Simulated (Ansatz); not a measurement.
Start from KTaO₃ in the cubic perovskite structure (space group Pm-3m, No. 221; a = 4.023 Å).

It is then changed as follows: cell and atoms relaxed at a pressure of 45 GPa.

Levels (all Ansatz, a first-principles code, PAW, earlier PAW set): PBE (420 eV, without spin-orbit coupling); r2SCAN (500 eV, no SOC); HSE06 (420 eV, no spin-orbit coupling); PBE+SOC (420 eV, with spin-orbit coupling).

At the geometry relaxed with PBE, these levels gave the following band gaps, in shuffled order: (a) 2.40 eV, (b) 3.95 eV, (c) 2.98 eV, (d) 2.52 eV.

Task: Match each gap to its level.

Result: (a) PBE+SOC; (b) HSE06; (c) r2SCAN; (d) PBE.

Single points use the geometry relaxed with PBE. HSE06 gaps are upper bounds (no full band path). Differences between runs with and without spin-orbit coupling are approximate. Spin-orbit coupling, missing from the scalar runs, can matter with Ta. Load acts through the strain it causes; cell and atoms are relaxed under it. Whether these cells are dynamically stable was not tested. Competing high-pressure phases were not computed.
